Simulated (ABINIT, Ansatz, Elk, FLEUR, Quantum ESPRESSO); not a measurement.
# SrCl₂ (Fm-3m, 3 atoms in the cell) computed with different codes at matched settings

Self-consistent single point.

```yaml
crystal:
  lattice:
    - [0.00000, 3.49974, 3.49974]
    - [3.49974, 0.00000, 3.49974]
    - [3.49974, 3.49974, 0.00000]
  atoms:
    - { symbol: Sr, position: [0.00000, 0.00000, 0.00000] }
    - { symbol: Cl, position: [0.75000, 0.75000, 0.75000] }
    - { symbol: Cl, position: [0.25000, 0.25000, 0.25000] }
```

Shared settings, as Ansatz (a program for electronic structure) writes them: kpoints.mp_grid.grid = 8 8 8; magnetization.spin_orbit = true; scf.occupations.method = fermi_dirac; scf.occupations.width = 0.01 eV. Potentials and cutoffs stand in the table.

| code | model | pressure (GPa) | gap on the mesh (eV) | cutoff |
|---|---|---|---|---|
| FLEUR | LDA (Perdew-Zunger), all-electron FLAPW (FLEUR), scalar-relativistic valence with spin-orbit coupling in second variation | – | 4.883 | Kmax 3.8 1/bohr |
| Quantum ESPRESSO | LDA (PZ), spin-orbit coupling, PseudoDojo fully relativistic norm-conserving (PBE) pseudopotentials | -3.00 | 4.828 | 70 Ry |
| ABINIT | LDA (PW92), spin-orbit coupling, PAW (JTH v2.0 LDA PAW) | -3.20 | 4.840 | 26 Ha |
| Ansatz | LDA (PW92) with spin-orbit coupling, PAW files made with PBE | -3.14 | 4.845 | 420 eV |
| Elk | LDA (PW92), spin-orbit coupling in second variation, all-electron FP-LAPW, Elk's shipped species files, APW+lo basis with extra local orbitals | – | 4.839 | rgkmax 7.5 |

A dash marks a value that a program does not give, or that is left out as unsure.

Gaps are read on the mesh.

The spread over the programs that give each value: pressure within 0.20 GPa; gap on the mesh within 0.055 eV.

FLEUR and Elk treat all electrons, but the usual bases taken here (sphere radii, linearisation, local orbitals, empty states) were not tested for convergence, so the values are no reference for the others. Ansatz's pressure is given at a fixed set of plane waves, as the other plane-wave codes print theirs. The same LDA comes in different parametrisations, which differ slightly.

The starting cell comes from a database of computed structures (which also holds hypothetical and non-ambient phases and stackings), without a prior relaxation at this level.

Keys are those of Ansatz 0.2.
